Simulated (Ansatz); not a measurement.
# CuI: pressure series

Start from CuI in the zinc blende structure (space group F-43m, No. 216; a = 6.078 Å).

Cell and atoms are relaxed at each pressure.

All numbers come from DFT with PBE, PAW potentials and a 420 eV plane-wave cutoff in Ansatz (a quantum-chemistry and plane-wave program), no SOC, earlier PAW set.

Notes on the quantities. hole mass: degenerate bands, along [100]; enthalpy: H = E + PV relative to the base's energy.

```
case                               hole mass        enthalpy    gap character
----------------  --------------------------  --------------  ---------------
base              0.22, 0.75, 0.75 mₑ (at Γ)               –      direct at Γ
pressure −2 GPa                          [?]   -0.36 eV/atom      direct at Γ
pressure −1 GPa                          [?]   -0.18 eV/atom      direct at Γ
pressure 3 GPa    0.22, 0.65, 0.65 mₑ (at Γ)   +0.51 eV/atom      direct at Γ
pressure 7 GPa    0.22, 0.57, 0.57 mₑ (at Γ)   +1.14 eV/atom      direct at Γ
pressure 15 GPa   0.22, 0.48, 0.48 mₑ (at Γ)   +2.32 eV/atom      direct at Γ
pressure 30 GPa   0.22, 0.37, 0.37 mₑ (at Γ)   +4.31 eV/atom  indirect, Γ → X
pressure 50 GPa   0.22, 0.31, 0.31 mₑ (at Γ)   +6.71 eV/atom  indirect, Γ → X
pressure 75 GPa                          [?]   +9.44 eV/atom  indirect, Γ → X
pressure 100 GPa              0.22 mₑ (at Γ)  +11.98 eV/atom  indirect, Γ → X
```

### Question
Some entries are withheld; estimate them.

### Answer

- pressure −2 GPa, hole mass: 0.22, 0.85, 0.85 mₑ (at Γ)
- pressure −1 GPa, hole mass: 0.22, 0.79, 0.79 mₑ (at Γ)
- pressure 75 GPa, hole mass: 0.22, 0.26, 0.26 mₑ (at Γ)

Spin-orbit coupling, missing from the scalar runs, can matter with I. Load acts through the strain it causes; cell and atoms are relaxed under it. Masses are band curvatures over ±0.01 Å⁻¹ around the edge. No phonon test of stability was made. Tetrahedral semiconductors of this kind turn to denser phases somewhere between about 1 and 50 GPa; those were not computed, so compressed cells here can lie past the real transition. The final runs are not spin-polarised.
